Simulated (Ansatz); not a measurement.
Ansatz (a program for electronic structure) run on SrCu4Ag (Cmmm, 6 atoms in the cell): self-consistent single point.

Method of the run: PBEsol, default PAW files made with PBE (plane waves; Ansatz).

```xyz
6
Lattice="2.5112 -4.9433 0.0000 2.5112 4.9433 0.0000 0.0000 0.0000 4.1783" Properties=species:S:1:pos:R:3 pbc="T T T"
Sr     2.5112     0.0000     0.0000
Cu     2.5112     3.0438     0.0000
Cu     2.5112    -3.0438     0.0000
Cu     1.2556     2.4717     2.0892
Cu     1.2556    -2.4717     2.0892
Ag     0.0000     0.0000     2.0892
```

Reference input (self-consistent single point, DFT, PBEsol, plane waves, default PAW files made with PBE): basis.ecutwfc = 30.9 Ry; kpoints.mp_grid.grid = 4 4 5; hamiltonian.xc = pbesol; hamiltonian.pseudopotentials = {kind: paw} (the program's default PAW files); scf.occupations.method = methfessel_paxton; scf.occupations.width = 0.01 Ry. This run's input differs from it in these lines:

Ansatz 0.2 input:
```diff
@@ -14,3 +14,3 @@
 basis:
-  ecutwfc: 30.9 Ry
+  ecutwfc: 18.4 Ry
 kpoints:
```

Output, abridged:

```
SCF iter   1: F=—  HF=-37359.937644 eV  |F-HF|=—  |Δ(HF+E_count)|=         —  Δρ=5.08e-2  dr2=1.18e0  ethr=1.77e-3  ⟨swp⟩=6.4  Hψ=5179  notcnv=0  defer=10
all-band conjugate gradients solve this SCF's bands
preconditioner: auto → LDOS
SCF iter   2: F=—  HF=-37367.027579 eV  |F-HF|=—  |Δ(HF+E_count)|=    7.09e0  S|Δr|=    0.00e0  Δρ=2.19e-1  dr2=2.80e1  ethr=1.13e-3  ⟨swp⟩=3.0  Hψ=3473  notcnv=0  defer=80  recentre
   [... lines left out ...]
SCF iter   9: F=—  HF=-37358.550351 eV  |F-HF|=—  |Δ(HF+E_count)|=   9.21e-7  S|Δr|=    0.00e0  Δρ=4.76e-5  dr2=1.71e-6  ethr=4.90e-9  ⟨swp⟩=2.0  Hψ=1810  notcnv=0  defer=72
SCF iter  10: F=—  HF=-37358.550351 eV  |F-HF|=—  |Δ(HF+E_count)|=   1.64e-7  S|Δr|=    0.00e0  Δρ=1.53e-5  dr2=1.70e-7  ethr=1.62e-9  ⟨swp⟩=1.8  Hψ=1381  notcnv=0  defer=72
SCF iter  11: F=-37358.550351 eV  HF=-37358.550351 eV  |F-HF|=5.10e-9  |Δ(HF+E_count)|=   1.24e-8  S|Δr|=    0.00e0  Δρ=3.03e-6  dr2=6.65e-9  ethr=9.52e-11  ⟨swp⟩=9.0  Hψ=4669  notcnv=0
SCF 1 converged in 11 iterations: F = -37358.550351 eV  dr2 = 6.65e-9
Stability not checked (fill_not_monotonic)
Free energy (F): -37358.550351 eV
Internal energy: -37358.557653 eV  (E = F + TS)
E sigma→0 (E₀):  -37358.552176 eV
Entropy (-TS):   0.007302 eV (1.217 meV/atom)
Fermi energy:    12.989197 eV
--- Forces (eV/Å), atoms counted from 1 ---
  atom   1  Sr     0.00000000     0.00000000     0.00000000
  atom   2  Cu     0.00000000     0.02921091     0.00000000
  atom   3  Cu     0.00000000    -0.02921091     0.00000000
  atom   4  Cu     0.00000000     0.00000000     0.00000000
  atom   5  Cu    -0.00000000    -0.00000000     0.00000000
  atom   6  Ag     0.00000000     0.00000000     0.00000000
--- Stress (GPa, compression-positive) ---
       -2.489496       0.000000       0.000000
        0.000000       0.576181       0.000000
        0.000000       0.000000      -2.588253
  P = ⅓ Tr σ = -1.5005 GPa (-15.005 kbar)
  The stress holds the Pulay correction. Without it, at fixed plane waves, as pw.x and ABINIT print it: P = -116.9533 GPa
```

The run converged in 11 iterations. Against the reference run the free energy rises by 1.88 eV/atom, the pressure goes from -4.04 to -1.50 GPa and the largest force hardly changes (0.028 to 0.029 eV/Å).

The starting cell comes from a database of computed structures (which also holds hypothetical and non-ambient phases and stackings), without a prior relaxation at this level. Spin polarisation is off. Ansatz's pressure includes its estimate of the finite-basis (Pulay) stress. Without the estimate this run gives -116.95 GPa. The cutoff lies below the one recommended for these files.
